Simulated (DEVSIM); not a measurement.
Structure: Schottky contact on n-type β-Ga2O3, at 300 K.

Layer 1 from the left is β-Ga2O3, thickness (μm) 8.90, Nd (cm⁻³) 1.2e16, τn (s) 1.3e-9, τp (s) 1.3e-9.

Left contact: Schottky, work function 5.28 eV, emission velocity 3.8e6 cm/s. Right contact: ohmic. Voltage is applied to the left contact. Recombination: SRH at mid-gap. Mobility is constant in doping.

The device is made up for the run: typed textbook-type constants, with dimensions and the other settings drawn at random. Values at 300 K.

β-Ga2O3: gap (eV) 4.8, affinity (eV) 4, permittivity 10, Nc (cm⁻³) 3.7e18, Nv (cm⁻³) 5e20, μn (cm²/Vs) 160, μp (cm²/Vs) 1.

Model (solved in DEVSIM): 1D drift-diffusion, Boltzmann statistics, complete ionisation; no tunnelling, impact ionisation, image-force lowering or self-heating. Metal contacts follow the ideal Schottky-Mott rule: no Fermi-level pinning, no interface dipoles.

Dark forward current:

| |V| (V) | |J| (A/cm²) |
|---|---|
| 0.15 | 1.699e-13 |
| 0.20 | 1.170e-12 |
| 0.25 | 8.029e-12 |
| 0.30 | 5.505e-11 |
| 0.35 | 3.771e-10 |
| 0.40 | 2.581e-9 |
| 0.45 | 1.765e-8 |
| 0.50 | 1.205e-7 |
| 0.55 | 8.212e-7 |
| 0.60 | 5.587e-6 |
| 0.65 | 3.791e-5 |
| 0.70 | 0.0002564 |
| 0.75 | 0.001726 |
| 0.80 | 0.01154 |
| 0.85 | 0.07602 |
| 0.90 | 0.4761 |
| 0.95 | 2.462 |
| 1.00 | 8.279 |
| 1.05 | 18.07 |
| 1.10 | 30.33 |
| 1.15 | 43.97 |
| 1.20 | 58.46 |
| 1.25 | 73.48 |
| 1.30 | 88.88 |
| 1.35 | 104.6 |
| 1.40 | 120.4 |

Task: Work out the local ideality factor n = ΔV / (kT/q · ln(J2/J1)) between the rows 0.15 and 0.20 V, 1.35 and 1.40 V.

Result: kT/q = 25.85 mV. From 0.15 to 0.20 V: ln(1.170e-12/1.699e-13) = 1.930, n = 1.00, near the 1 of diffusion or emission over a barrier. From 1.35 to 1.40 V: ln(120.4/104.6) = 0.141, n = 13.75; the layers' resistance at their doping, Σ W/(qμN) = 0.0029 Ω cm², would take 46 mV of this step of 50 mV.

Task: Estimate the current at 0.50 V for emission alone, J0 = q v N_band exp(−φB/kT), and read the barrier back from the simulated current.

Result: φB = 1.280 eV, N_band = 3.70e18 cm⁻³, J0 = 7.05e-16 A/cm²; J = J0 (exp(qV/kT) − 1) = 1.77e-7 A/cm². The simulation gives 1.21e-7 A/cm²; the estimate lies 47 % above. Read backwards, the simulated current gives an apparent barrier of 1.290 eV. The estimate leaves out transport through the depletion region and minority injection.
